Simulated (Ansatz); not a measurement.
We consider CsCl-type TiCo, described by RPBE in Ansatz (PAW).

Run with plane-wave cutoff 520 eV, 18×18×18 k mesh, Fermi–Dirac smearing 0.05 eV, no spin polarisation, scalar-relativistic PAW data made under PBE.

Cell (relaxed at this level):

```cif
data_CoTi
_chemical_formula_sum 'Ti1 Co1'
_space_group_name_H-M_alt 'P 1'
_space_group_IT_number 1
_cell_length_a 2.99668
_cell_length_b 2.99668
_cell_length_c 2.99668
_cell_angle_alpha 90.000
_cell_angle_beta 90.000
_cell_angle_gamma 90.000
loop_
_space_group_symop_operation_xyz
  'x, y, z'
loop_
_atom_site_label
_atom_site_type_symbol
_atom_site_fract_x
_atom_site_fract_y
_atom_site_fract_z
_atom_site_occupancy
Ti1 Ti 0.00000 0.00000 0.00000 1
Co1 Co 0.50000 0.50000 0.50000 1
```

Q: Predict the bulk modulus B0 and pressure derivative B′ of the bulk modulus.

A: 
* **bulk modulus B0**: 167 GPa
* **pressure derivative B′ of the bulk modulus**: 4.2

The run finds no gap.

Measured, for comparison: bulk modulus 154 GPa (room temperature, not corrected to a static lattice; as tabulated in Yamada et al. (2019), arXiv:1910.09660). Computed (rounded) less measured: bulk modulus +8 %. A static lattice is as a rule a little smaller and stiffer than an uncorrected measurement, which narrows the difference in the bulk modulus and would widen misses of the other sign.

Static lattice: no zero-point or thermal effects.

Cost on a shared machine: about 40 core-seconds (a rough figure).

Ansatz is a program for electronic structure.
